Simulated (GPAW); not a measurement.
GPAW run on PtSe2 (P-3m1, 3 atoms in the cell): relaxation of cell and atoms.

Method: PBE, GPAW PAW datasets PBE (gpaw-data 1.0.1) (plane waves; GPAW 25.7.0).

```
CELL_PARAMETERS angstrom
      1.81875    -3.15016     0.00000
      1.81875     3.15016     0.00000
      0.00000     0.00000     4.95402
ATOMIC_POSITIONS crystal
  Pt 0.00000 0.00000 0.00000
  Se 0.33333 0.66667 0.25500
  Se 0.66667 0.33333 0.74500
```

Reference input (self-consistent single point, DFT PBE, plane waves, GPAW PAW datasets PBE (gpaw-data 1.0.1)): mode = pw; ecut = 600 eV; xc = PBE; kpts = 8 8 5; mesh shift (steps) = 0 0 0; occupations.name = fermi-dirac; occupations.width = 0.02 eV; nbands = -6; convergence.forces = 0.001 eV/Å; convergence.bands = -4; symmetry.symmorphic = false; symmetry.tolerance = 0.0005. This run's input differs from it in these lines:

```diff
@@ -1,2 +1,4 @@
 from ase import Atoms
+from ase.filters import FrechetCellFilter
+from ase.optimize import BFGS
 from ase.units import GPa
@@ -17,4 +19,4 @@
             occupations={'name': 'fermi-dirac', 'width': 0.02},
-            nbands=-6,
-            convergence={'forces': 0.001, 'bands': -4},
+            nbands=-9,
+            convergence={'forces': 0.001, 'density': 1e-05},
             symmetry={'symmorphic': False, 'tolerance': 0.0005},
@@ -24,2 +26,10 @@
 atoms.calc = calc
+
+target = FrechetCellFilter(atoms)
+
+opt = BFGS(target, logfile='-')
+converged = opt.run(fmax=0.03, steps=40)
+print('Relaxation converged:', converged)
+print('Cell:', atoms.cell.cellpar().round(4))
+print(atoms.get_scaled_positions().round(5))
```

Output (repeated stretches shortened):

```
     iter     time        total  log10-change:
                         energy   eigst   dens  force
iter:   1 --:--:--   -15.074160
iter:   2 --:--:--   -14.805796   -1.59  -1.32
iter:   3 --:--:--   -14.295742   -1.73  -1.35
iter:   4 --:--:--   -14.288354   -3.41  -1.48
iter:   5 --:--:--   -14.245706   -2.23  -1.57
iter:   6 --:--:--   -14.223058   -3.69  -2.07
iter:   7 --:--:--   -14.212998   -3.30  -2.27
iter:   8 --:--:--   -14.214432c  -4.36  -2.83
iter:   9 --:--:--   -14.214419c  -5.82  -2.79
iter:  10 --:--:--   -14.213256c  -3.93  -2.76
iter:  11 --:--:--   -14.213275c  -5.26  -3.59
iter:  12 --:--:--   -14.213269c  -6.49  -3.54
   [... 3 lines left out ...]
iter:  16 --:--:--   -14.213267c  -6.14  -3.62
iter:  17 --:--:--   -14.213267c  -7.31  -3.58
iter:  18 --:--:--   -14.213250c  -5.89  -3.59
iter:  19 --:--:--   -14.213248c  -7.27  -4.12
iter:  20 --:--:--   -14.213248c  -9.08c -4.29
iter:  21 --:--:--   -14.213249c  -7.80c -4.31
iter:  22 --:--:--   -14.213249c  -8.26c -4.51
iter:  23 --:--:--   -14.213248c  -7.89c -4.64
iter:  24 --:--:--   -14.213248c  -9.27c -5.47c
iter:  25 --:--:--   -14.213248c  -9.90c -5.50c -4.58c
Converged after 25 iterations.

Dipole moment: (0.000000, 0.000000, -0.000000) |e|*Ang

Energy contributions relative to reference atoms: (reference = -632582.427029)

Kinetic:        +26.657838
Potential:      -24.964855
External:        +0.000000
XC:             -15.371061
Entropy (-ST):   -0.001372
Local:           -0.534484
SIC:             +0.000000
--------------------------
Free energy:    -14.213934
Extrapolated:   -14.213248

Showing only first 2 kpts
 Kpt  Band  Eigenvalues  Occupancy
  0    12      8.37109    2.00000
  0    13      9.96001    0.00000
  0    14     10.91483    0.00000
  0    15     10.91485    0.00000

  1    12      8.16625    2.00000
  1    13      9.10032    2.00000
  1    14     11.26832    0.00000
  1    15     11.26834    0.00000

Fermi level: 9.54474

No gap
   [... lines left out ...]
Occupation numbers: Fermi-Dirac:
Atomic positions and initial magnetic moments
Free energy:    -14.392882
Fermi level: 9.02042
No gap
Occupation numbers: Fermi-Dirac:
Atomic positions and initial magnetic moments
Free energy:    -14.513309
Fermi level: 8.21096
No gap
   [... lines left out ...]
  0 Pt   -0.00000    0.00000    0.00000
  1 Se    0.00000    0.00000    0.01491
  2 Se    0.00000   -0.00000   -0.01491

BFGS:   16 --:--:--      -14.585029        0.022237
Relaxation converged: True
Cell: [  3.7501   3.7501   6.3702  90.      90.     120.    ]
[[0.      0.      0.     ]
 [0.33333 0.66667 0.20528]
 [0.66667 0.33333 0.79472]]
Energy (eV): -14.585029
Stress (GPa, Voigt): [-0.1378 -0.1378 -0.1129  0.      0.      0.    ]
```

The run converged. GPAW prints stress with tension positive. 

Summary of the result:
Free energy E − TS (from the program's reference atoms): -14.5850 eV
Pressure: 0.13 GPa
Largest force (vector length): 0.015 eV/Å
Final cell: a = 3.750 Å, b = 3.750 Å, c = 6.370 Å, α = 90.00°, β = 90.00°, γ = 120.00°
Final volume per atom: 25.86 Å³
Relaxation steps: 16

The starting cell has typed, rounded lattice constants, without a prior relaxation at this level. Its lattice was rescaled by a random factor within 2.5 % of one. Spin polarisation is off. The relaxation keeps the symmetry of its start, so its end need not be a minimum. One axis grew by 29 %: without a dispersion term the functional hardly binds the layers.

Cost on one core of a shared machine: roughly 10 min.
